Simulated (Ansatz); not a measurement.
MoP under load (space group P-6m2), PBEsol, DFPT electron-phonon coupling, linearised Boltzmann equation (Ansatz, a program for electronic structure). Condition of this run: hydrostatic pressure 5 GPa (the target of the relaxation). Phonon-limited resistivity 7.78 μΩ·cm at 300 K along z (a = (3.18, 0.00, 0.00) Å; b = (-1.59, 2.75, 0.00) Å; c = (0.00, 0.00, 3.16) Å), current-weighted mean free path 12.1 nm, Drude plasma energy 6.23 eV.

Question: What Drude relaxation time do resistivity and plasma energy imply?

Answer: ω_p = 9.47e15 s⁻¹, so τ = 1/(ε₀ ω_p² ρ) = 16.2 fs, a damping ħ/τ of 40.6 meV.

Question: What is the classical skin depth at 1 GHz (nonmagnetic, μ₀ = 1.257×10⁻⁶ H/m)?

Answer: δ = √(ρ/(π f μ₀)) = 4440 nm.

Question: Estimate the resistivity of a 40 nm square wire with diffuse walls from ρ ≈ ρ₀(1 + 3ℓ/4d).

Answer: 1 + 0.75 × 12.1/40 = 1.23, so ρ ≈ 9.55 μΩ·cm and a line 1 μm long has 59.7 Ω. The formula is the free-electron limit for d well above ℓ; grain boundaries add to it.

A metal at this level (no band gap). Only scattering by harmonic phonons is included (no impurities, grain boundaries, electron-electron scattering or thermal expansion). Spin-orbit coupling is left out. Halving the electron mesh (32x32x28) moves the resistivity by up to 3 % at 300 K, the mean free path by up to 4 %. Smearing 0.20 eV; phonons on a 5x5x4 q mesh, which this run doesn't test.

Formula and space group known from diffraction (Crystallography Open Database), not checked to be the room-temperature form: MoP under load (space group P-6m2).
